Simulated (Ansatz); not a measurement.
ZrO$_{2}$ in the anatase structure (space group I4_1/amd, No. 141; a cell from a computed database, its experimental status unchecked)

```yaml
crystal:
  lattice:
    - [-1.99944, 1.99944, 5.32497]
    - [1.99944, -1.99944, 5.32497]
    - [1.99944, 1.99944, -5.32497]
  atoms:
    - { symbol: Zr, position: [0.00000, 0.00000, 0.00000] }
    - { symbol: Zr, position: [0.75000, 0.25000, 0.50000] }
    - { symbol: O, position: [0.79861, 0.79861, 0.00000] }
    - { symbol: O, position: [0.54861, 0.04861, 0.50000] }
    - { symbol: O, position: [0.95139, 0.45139, 0.50000] }
    - { symbol: O, position: [0.20139, 0.20139, 0.00000] }
```

Method: Kohn–Sham DFT with the PBEsol functional, run in Ansatz (a first-principles code) with PAW and 420 eV plane waves, spin-orbit coupling left out. Γ-centred 12×12×12 mesh, Fermi–Dirac width 0.05 eV.

```json
{
  "volume_per_atom": "14.19 Å³",
  "density": "4.81 g/cm³",
  "band_gap": "3.90 eV (uncertain: the edges found on the path are not clean extrema)",
  "total_energy": "-1751.872 eV/atom (σ→0; compares only within this code and set-up)"
}
```

Whether these cells are dynamically stable was not tested. This is not the structure that ZrO2 has at room temperature and ambient pressure.
